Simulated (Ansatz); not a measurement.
The starting structures come from a database of crystals and need not be the phases stable at ambient conditions.

Tunnelling through a barrier is set by its complex band structure: the current falls as exp(−2κd) with the smallest κ.

Input:

```
CELL_PARAMETERS angstrom
      3.22584     0.00000     0.00000
      0.00000     9.75733     0.00000
      0.00000     0.00000    10.65892
ATOMIC_POSITIONS crystal
  Hf 0.25000 0.06942 0.87533
  Hf 0.75000 0.93058 0.12467
  Hf 0.75000 0.43058 0.37533
  Hf 0.25000 0.56942 0.62467
  Hf 0.25000 0.10602 0.40677
  Hf 0.75000 0.89398 0.59323
  Hf 0.75000 0.39398 0.90677
  Hf 0.25000 0.60602 0.09323
  Hf 0.25000 0.22710 0.14655
  Hf 0.75000 0.77290 0.85345
  Hf 0.75000 0.27290 0.64655
  Hf 0.25000 0.72710 0.35345
  N  0.25000 0.00854 0.22461
  N  0.75000 0.99146 0.77539
  N  0.75000 0.49146 0.72461
  N  0.25000 0.50854 0.27539
  N  0.75000 0.10346 0.52968
  N  0.25000 0.89654 0.47032
  N  0.25000 0.39654 0.02968
  N  0.75000 0.60346 0.97032
  N  0.75000 0.14120 0.01793
  N  0.25000 0.85880 0.98207
  N  0.25000 0.35880 0.51793
  N  0.75000 0.64120 0.48207
  N  0.75000 0.23856 0.28520
  N  0.25000 0.76144 0.71480
  N  0.25000 0.26144 0.78520
  N  0.75000 0.73856 0.21480
```

Space group of this cell: Pnma. The cell is taken as given; by r2SCAN its mean pressure is 2.3 GPa.

Transport runs along the normal of the first two printed cell vectors.

The gap is the functional's own. No spin-orbit coupling. Mid-gap values are interpolated on the energy grid.

**Question.** State the band gap and the smallest decay constant κ at mid-gap according to r2SCAN run with Ansatz (a first-principles code).

**Answer.** Gap 1.38 eV on a 10×4×4 mesh; κ = 0.251 1/Å, at the zone centre.
